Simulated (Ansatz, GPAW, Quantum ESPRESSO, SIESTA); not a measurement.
## Code comparison for YPt2 (Fd-3m, 6 atoms in the cell)

Self-consistent single point.

```yaml
crystal:
  lattice:
    - [0.00000, 3.82539, 3.82539]
    - [3.82539, 0.00000, 3.82539]
    - [3.82539, 3.82539, 0.00000]
  atoms:
    - { symbol: Y, position: [0.50000, 0.50000, 0.50000] }
    - { symbol: Y, position: [0.75000, 0.75000, 0.75000] }
    - { symbol: Pt, position: [0.62500, 0.12500, 0.12500] }
    - { symbol: Pt, position: [0.12500, 0.12500, 0.62500] }
    - { symbol: Pt, position: [0.12500, 0.62500, 0.12500] }
    - { symbol: Pt, position: [0.12500, 0.12500, 0.12500] }
```

Shared settings, as Ansatz (a program for electronic structure) writes them: kpoints.mp_grid.grid = 6 6 6; scf.occupations.method = gaussian; scf.occupations.width = 0.0073 Ry. Potentials and cutoffs stand in the table.

```json
[
 {"code": "Ansatz", "model": "LDA (PW92), default PAW files made with PBE", "pressure (GPa)": "-7.76", "cutoff": "30.9 Ry"},
 {"code": "Quantum ESPRESSO", "model": "LDA (PZ), GBRV 1.5 ultrasoft (LDA) pseudopotentials", "pressure (GPa)": "-8.51", "cutoff": "40 Ry"},
 {"code": "SIESTA", "model": "LDA PW92, numerical atomic orbitals TZP, PseudoDojo LDA standard norm-conserving potentials (rewritten from UPF to PSML)", "pressure (GPa)": "-9.98", "cutoff": "grid 300 Ry"},
 {"code": "GPAW", "model": "LDA (Perdew-Wang 92), GPAW PAW datasets LDA (gpaw-data 1.0.1)", "pressure (GPa)": "-8.26", "cutoff": "550 eV"}
]
```

On Ansatz's run: spin-orbit coupling is off. Spin polarisation is off.

The spread over the programs that give each value: pressure within 2.22 GPa.

SIESTA uses small atom-centred bases, whose incompleteness enters pressures, forces and empty levels differently from a plane-wave cutoff. Ansatz's pressure is given at a fixed set of plane waves, as the other plane-wave codes print theirs. The same LDA comes in different parametrisations, which differ slightly. In the pressure, SIESTA (by 1.72) lies more than 1 GPa from the median of the plane-wave programs.

The starting cell comes from a database of computed structures (which also holds hypothetical and non-ambient phases and stackings), without a prior relaxation at this level.

Left out of this page: Elk and FLEUR (not drawn, or without a comparable value).

Keys are those of Ansatz 0.2.
